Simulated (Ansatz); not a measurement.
Consider Eu in the bcc (W type) structure (space group Im-3m, No. 229; ferromagnetic).

```yaml
crystal:
  lattice:
    - [-2.22497, 2.22497, 2.22497]
    - [2.22497, -2.22497, 2.22497]
    - [2.22497, 2.22497, -2.22497]
  atoms:
    - { symbol: Eu, position: [0.00000, 0.00000, 0.00000] }
```

Cartesian axes are those of the cell as printed.

Computed with r2SCAN in Ansatz (plane waves to 500 eV, PAW, no spin-orbit coupling), earlier PAW set.

Free-standing slabs (1 atom(s) a layer) normal to [110] with 15 Å of vacuum; in-plane cell held at bulk.

One change was made to it. Results:

```
quantity                                base          after
-----------------------------  -------------  -------------
shortest interatomic distance        3.854 Å        3.589 Å
magnetic state                 ferromagnetic  ferromagnetic
```

Q: Name the change that was made.
(A) 1 layer
(B) 2 layers
(C) 4 layers

A: B, 2 layers. For comparison, the shortest interatomic distance in the other runs: 1 layer gives 3.854 Å; 4 layers gives 3.766 Å.

The magnetic state is the one reached from the starting moments; the real material's order can differ, and small cells can't hold many antiferromagnetic ones. The state of the 4f shell was not checked for lower solutions. No phonon test of stability was made.

Ansatz is an electronic-structure program.
